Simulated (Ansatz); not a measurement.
## Hypothetical CsCl type NiO, pressure series

Consider NiO in the CsCl type structure (space group Pm-3m, No. 221; a = 2.612 Å; ferromagnetic; a hypothetical phase, not in the database extracts checked).

Cell and atoms are relaxed at each pressure.

Level of theory: Ansatz (a first-principles code) PBE, scalar-relativistic without spin-orbit coupling.

```tsv
pressure (GPa)	volume per atom (Å³/atom)
-2	9.011
-1	8.961
0	8.913
0.3	8.899
0.7	?
1.5	8.843
3	8.775
7.5	8.582
10	8.479
```

Q: Fit the third-order Birch–Murnaghan form P(V) = (3B₀/2)[(V₀/V)^(7/3) − (V₀/V)^(5/3)]·[1 + (3/4)(B₀′ − 4)((V₀/V)^(2/3) − 1)] (squares taken in P) to the rows shown and predict the withheld row.

A: Least squares on the printed values gives V₀ = 8.913 Å³/atom, B₀ = 188 GPa, B₀′ = 2.6; this predicts 8.880 Å³/atom, and the run gives 8.880 Å³/atom, in agreement.

Load acts through the strain it causes; cell and atoms are relaxed under it. Whether these cells are dynamically stable was not tested. Competing high-pressure phases were not computed. Starting moments died away, wholly or in part, for the base; another magnetic solution may exist. No Hubbard U is applied and the magnetic state is the run's own (NiO ferromagnetic); other magnetic orders, which need larger cells, were not tried and can change the gap.
